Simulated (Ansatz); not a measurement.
# Bi2SiO5 (Cmc2₁, No. 36, 16 atoms in the cell; start mp-28144)

These are PBEsol+SOC in Ansatz (PAW) values and carry that method's errors.

Numerical settings: plane-wave cutoff 520 eV, 8×8×6 k mesh (along the axes of the cell as run), Fermi–Dirac smearing 0.01 eV, PAW data made under PBE.

Cell (relaxed with PBEsol):

Bi2O5Si has the orthorhombic space group Cmc2₁ (No. 36), Pearson symbol oS32. Lattice parameters: a = 15.171 Å, b = 5.481 Å, c = 5.327 Å, α = β = γ = 90.00°. Si on 4a is coordinated by 4 O at 1.616–1.672 Å (tetrahedral). Bi on 8b has 3 O at 2.180–2.305 Å and 3 O at 2.471–2.514 Å. O1 on 8b is coordinated by 3 Bi at 2.180–2.305 Å and 1 Bi at 2.489 Å (tetrahedral). O2 on 8b is surrounded by 1 Si at 1.616 Å and 2 Bi at 2.471–2.514 Å. O3 on 4a is coordinated by 2 Si at 1.661–1.672 Å. (Neighbours: up to the widest gap in distance over summed covalent radii, below 1.35, at either atom; cation-cation and far metal-metal contacts left out.)
(The calculation used a cell of 16 atoms; values per cell refer to that cell.)

| Property | Result |
|---|---|
| band gap | 2.37 eV (indirect) |
| smallest direct gap on the k points sampled | 2.50 eV |

Note: cell and atoms aren't relaxed at this level (largest force component 0.13 eV/Å, pressure 0.3 GPa).

The computed numbers hold no vibrational or temperature effects.

Cost on a shared machine: about 80 core-minutes (a rough figure).

A start named mp-… is a Materials Project structure, which need not be a measured phase.

Ansatz is a first-principles code.
